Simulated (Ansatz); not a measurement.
Base system: ZrS₂ in the CdI2 type structure (space group P-3m1, No. 164; a = 3.635 Å, c = 5.720 Å; layered, stacked along the Cartesian z axis). Axes: x lies along a and z along c of the hexagonal cell.

Computed with PBE-D3(BJ), PAW, 420 eV (Ansatz, an electronic-structure program; no spin-orbit coupling).

Base values:

```
Item                   Result
-------------------  --------
Smallest direct gap   1.41 eV
Pressure             0.00 GPa
Volume per atom      21.81 Å³
```

Perturbation: biaxial strain +0.50 %, plane normal [001], relaxed out of plane (Cartesian); in-plane vectors clamped, the third vector and the atoms free.

How does this affect the smallest direct gap, pressure and volume per atom?

The smallest direct gap falls by 0.03 eV, from 1.41 eV to 1.38 eV; the pressure (mean of the normal stresses, compression positive) goes from zero to -0.53 GPa; the volume per atom goes up by 0.18 Å³, from 21.81 Å³ to 21.99 Å³.

No phonon test of stability was made.
